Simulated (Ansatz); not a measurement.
Consider CsPbBr₃ in the cubic perovskite structure (space group Pm-3m, No. 221; a = 6.0028 Å).

All numbers come from PBE in Ansatz (plane waves to 420 eV, PAW, without spin-orbit coupling).

Base values:

The band gap is 1.78 eV. The pressure comes out as 0.00 GPa and the electron mass comes out as 0.091, 0.84, 0.84 mₑ (at R).

Perturbation: every lattice vector is stretched by 1.20 %, atoms relaxed at fixed cell.

What happens to the band gap, energy relative to the base, pressure and electron mass?

The band gap increases by 0.11 eV (1.78 eV → 1.89 eV); the energy grows by 3.1 meV/atom; the pressure goes from zero to -0.61 GPa; the electron mass (degenerate bands, along [100]) becomes 0.096, 0.89, 0.89 mₑ (at R) (base: 0.091, 0.84, 0.84 mₑ (at R)).

Spin-orbit coupling, missing from the scalar runs, can matter with Pb. The cells carry an imposed strain or load. Masses are band curvatures over ±0.01 Å⁻¹ around the edge. Stability against distortions was not tested. Many cubic perovskites are stable only at high temperature; tilts and polar distortions were not tested. This is not the structure that CsPbBr3 has at room temperature and ambient pressure.

Ansatz is an electronic-structure program.
